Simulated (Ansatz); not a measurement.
CO on the 1x1 (110) surface of bcc Mo, one in a 2x2 cell, started at the site 'hollow Mo-Mo-Mo'

All values below come from PBE (plane waves to 420 eV, PAW; Ansatz, a first-principles code).

Slab: 18 atoms, 6.5 Å thick at the start under the adsorbate (thin: gaps and levels are the slab's own); k 6x6x1, smearing 0.1 eV, dipole-corrected; 8 atoms held, the rest relaxed; start symmetry kept, larger cells not searched; no spin, no spin-orbit, no U, no dispersion correction. At the end it is bonded to 3 Mo. In PBE it is, or lies within 0.03 eV of, the lowest of the starts that converged.

```yaml
adsorption energy against CO(g): -1.79 eV
work_function_of_the_top_face: 5.45 eV
change_of_the_work_function: 0.86 eV
change_of_the_step_from_the_bottom_to_the_top_vacuum_level_against_the_clean_slab: 0.90 eV
energy_released_by_relaxation: 1.34 eV
height of the binding atom over the mean of the host atoms within 0.3 Å of the top one: 1.743 Å
nearest_host_atoms_of_the_binding_atom: Mo at 2.03 Å, Mo at 2.60 Å, Mo at 2.60 Å
largest_move_of_a_host_atom: 0.11 Å
note: in the relaxation the adsorbate left its starting site by 0.5 Å
cost: roughly 16 core-minutes
```

A negative adsorption energy means that the adsorbate is more stable on the surface than in its reference.
